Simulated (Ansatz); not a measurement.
Consider a periodic stack without vacuum, tetragonal BaTiO3 (1 0 0) on zinc-blende InAs (1 1 1) (film strained to the substrate, faces as cut): substrate slab As8In8, film Ba6O14Ti4, surface cells [[-1, 2], [-1, 0]] and [[2, 0], [0, 1]], film strained by -5.0 and +4.1 %, faces As/In and BaO/BaO as cut (like faces can put a slab off its formula). Its start:

```yaml
crystal:
  lattice:
    - [7.57589, 0.00000, -0.02213]
    - [0.00000, 4.37394, 0.03600]
    - [0.23821, -0.33230, 26.79820]
  atoms:
    - { symbol: As, position: [0.87686, 0.75545, 0.06747] }
    - { symbol: As, position: [0.17502, 0.57206, 0.08091] }
    - { symbol: As, position: [0.58695, 0.31301, 0.18445] }
    - { symbol: As, position: [0.07253, 0.76796, 0.17787] }
    - { symbol: As, position: [0.22592, 0.33575, 0.31279] }
    - { symbol: As, position: [0.73146, 0.82185, 0.31834] }
    - { symbol: As, position: [0.87314, 0.31200, 0.45399] }
    - { symbol: As, position: [0.36845, 0.82866, 0.45061] }
    - { symbol: In, position: [0.41605, 0.81666, 0.15611] }
    - { symbol: In, position: [0.88647, 0.25276, 0.13006] }
    - { symbol: In, position: [0.05957, 0.83843, 0.27836] }
    - { symbol: In, position: [0.56745, 0.32088, 0.28390] }
    - { symbol: In, position: [0.70650, 0.80835, 0.41776] }
    - { symbol: In, position: [0.19812, 0.33737, 0.41163] }
    - { symbol: In, position: [0.36325, 0.51273, 0.53621] }
    - { symbol: In, position: [0.92874, 0.44960, 0.55353] }
    - { symbol: Ba, position: [0.14566, 0.95516, 0.65010] }
    - { symbol: Ba, position: [0.64316, 0.95618, 0.64830] }
    - { symbol: O, position: [0.39397, 0.41960, 0.65110] }
    - { symbol: O, position: [0.89514, 0.43306, 0.63133] }
    - { symbol: Ba, position: [0.14671, 0.96270, 0.80455] }
    - { symbol: Ba, position: [0.63458, 0.96291, 0.80421] }
    - { symbol: Ti, position: [0.39290, 0.47070, 0.72401] }
    - { symbol: Ti, position: [0.89208, 0.47408, 0.73247] }
    - { symbol: O, position: [0.39347, 0.88715, 0.72440] }
    - { symbol: O, position: [0.89158, 0.88870, 0.72394] }
    - { symbol: O, position: [0.39052, 0.42829, 0.79798] }
    - { symbol: O, position: [0.89099, 0.44220, 0.79997] }
    - { symbol: O, position: [0.13591, 0.39229, 0.72134] }
    - { symbol: O, position: [0.64910, 0.39038, 0.72114] }
    - { symbol: Ba, position: [0.13849, 0.98453, 0.96119] }
    - { symbol: Ba, position: [0.63625, 0.97703, 0.95876] }
    - { symbol: Ti, position: [0.38891, 0.48217, 0.88296] }
    - { symbol: Ti, position: [0.88938, 0.48343, 0.88484] }
    - { symbol: O, position: [0.38917, 0.89952, 0.88163] }
    - { symbol: O, position: [0.88913, 0.90038, 0.88253] }
    - { symbol: O, position: [0.39121, 0.43349, 0.95165] }
    - { symbol: O, position: [0.88474, 0.42924, 0.95231] }
    - { symbol: O, position: [0.13869, 0.40441, 0.87666] }
    - { symbol: O, position: [0.63991, 0.40515, 0.87603] }
```

The start was prepared with a machine-learned potential, and the result is one local minimum, with the in-plane cell held and forces under 0.04 eV/Å; the film can end far from its bulk form.

The numbers are results of PBE (plane waves to 420 eV, PAW; Ansatz, a program for electronic structure), not measurements. Scalar-relativistic, without spin–orbit coupling; the runs are not spin-polarised; PBE gaps are too small against experiment. Its k-point mesh 3×5×1, Fermi–Dirac width 0.05 eV.

Q: Predict the relaxed interface.

A: 
* **interface area**: 33.1 Å²
* **period**: 26.68 Å
* **gaps between the outermost planes at the two interfaces**: 1.93 and 3.03 Å
* **Ba–In contacts across the interfaces within 1.22 times the sum of covalent radii**: 6, mean 4.03 Å
* **As–Ba contacts across the interfaces within 1.22 times the sum of covalent radii**: 3, mean 3.68 Å
* **In–O contacts across the interfaces within 1.22 times the sum of covalent radii**: 1, mean 2.11 Å
* **two interfaces**: unlike, so that offsets are their mean
